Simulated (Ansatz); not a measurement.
Start from LiTaO3 (space group R3c, No. 161; a = 5.139 Å, c = 13.765 Å (hexagonal axes)).

Method: PBEsol in Ansatz (plane waves to 420 eV, PAW, spin-orbit coupling left out), earlier PAW set.

Base values:

```
Property                         Result
-------------------  ------------------
Lattice parameter a             5.139 Å
Magnetic state       not spin-polarised
```

The change: every Li is replaced by Ho; the structure is relaxed again.

Q: What does the calculation give for the lattice parameter a after the change?

A: The lattice parameter a rises by 0.417 Å to 5.556 Å.

Q: Predict the new magnetic state.

A: The magnetic state becomes ferromagnetic (base: not spin-polarised).

The magnetic state is the one reached from the starting moments; the real material's order can differ, and small cells can't hold many antiferromagnetic ones. Open 4f shells without U are poorly described, and the f state was not checked. Stability against distortions was not tested. As relaxed here, HoTaO3 is a hypothetical phase, not in the database extracts checked. No Hubbard U is applied, and correlation can decide whether such a compound is a metal.

Ansatz is a first-principles code.
